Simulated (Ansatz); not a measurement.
Candidates (primitive cells; geometry: relaxed with this functional, without spin-orbit coupling):
A. PdCu (Pm-3m), a = b = c = 2.962 Å, α = β = γ = 90.00°
B. YRh$_{3}$B (Pm-3m), a = 4.1495 Å, b = 4.1495 Å, c = 4.1495 Å, α = 90.00°, β = 90.00°, γ = 90.00°
C. MgLa (Pm-3m), a = 3.909 Å, b = 3.909 Å, c = 3.909 Å, α = 90.00°, β = 90.00°, γ = 90.00°
D. ScAs (Fm-3m), a = 3.825 Å, b = 3.825 Å, c = 3.825 Å, α = 60.00°, β = 60.00°, γ = 60.00°
E. ScB2 (P6/mmm), a = 3.127 Å, b = 3.127 Å, c = 3.482 Å, α = 90.00°, β = 90.00°, γ = 120.00°

Task: Put the candidates in order of resistivity at 300 K, highest first, for PBEsol, DFPT electron-phonon coupling, linearised Boltzmann equation in Ansatz (an electronic-structure program).

Result: C (41 μΩ·cm), B (21 μΩ·cm), D (14.3 μΩ·cm), E (7.7 μΩ·cm), A (4.6 μΩ·cm)

Metals; harmonic phonons alone scatter; means over directions. Halving the electron mesh moves these values by up to 6 %; q meshes are mostly untested. Some of the runs warned that the eigensolver left states short of its tolerance. Spin-orbit coupling is left out.

Formula and space group known from diffraction (Crystallography Open Database), not checked to be the room-temperature form: MgLa (Pm-3m), PdCu (Pm-3m), ScAs (Fm-3m), ScB2 (P6/mmm), YRh3B (Pm-3m).
